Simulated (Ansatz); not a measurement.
ZrSeS (P3m1, No. 156, 3 atoms in the cell; start mp-1215215) was calculated with LDA (plane waves, PAW; Ansatz, a first-principles code).

Settings: plane-wave cutoff 520 eV, 12×12×6 k mesh (along the axes of the cell as run), Fermi–Dirac smearing 0.01 eV, scalar-relativistic PAW data made under PBE.

Cell (relaxed at this level):

```xyz
3
Lattice="3.6455 0.0000 0.0000 -1.8228 3.1571 0.0000 0.0000 0.0000 5.8176" Properties=species:S:1:pos:R:3 pbc="T T T"
Zr     0.0000     0.0000     0.0776
Se     1.8228     1.0524     4.2640
S      0.0000     2.1047     1.4760
```

Task: What does this level give for the band gap and smallest direct gap on the k points sampled?

Result: 
- band gap = 0.25 eV
- smallest direct gap on the k points sampled = 1.11 eV

Spin–orbit coupling is not included.

A start named mp-… is a Materials Project structure, which need not be a measured phase.
